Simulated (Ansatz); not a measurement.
Adsorption energy and surface dipole of F on the 1x1 (110) surface of bcc Ta, one in a 3x3 cell, started at the site 'top Ta', worked from the runs' numbers; total energies count from the potentials' own zero.

Calculation: PBE (plane waves to 420 eV, PAW; Ansatz, a quantum-chemistry and plane-wave program).

Slab: 37 atoms, 6.8 Å thick at the start under the adsorbate (thin: gaps and levels are the slab's own); k 4x4x1, smearing 0.1 eV, dipole-corrected; 18 atoms held, the rest relaxed; start symmetry kept, larger cells not searched; no spin, no spin-orbit, no U, no dispersion correction. At the end it is bonded to Ta. In PBE it is, or lies within 0.03 eV of, the lowest of the starts that converged.

```tsv
quantity	value
slab with the adsorbate	-358349.986 eV
clean slab, same cell and mesh	-357540.304 eV
reference, ½ F2(g)	-805.593 eV
area of the cell	70.11 Å²
change of the step from the bottom to the top vacuum level	0.212 eV
```

### Question
What is the adsorption energy against this reference?

### Answer
E(slab + adsorbate) − E(slab) − E(reference) = -4.09 eV, so in this state the adsorbate is more stable than in the reference, at a coverage of 1.43 a nm².

### Question
What dipole does adsorption add to the slab along the outward normal (Helmholtz relation, ε₀ = 0.005526 e/(V·Å))?

### Answer
p = −ε₀·A·ΔV = -0.082 e·Å = -0.39 D; its negative end points to the vacuum, which raises the vacuum level.
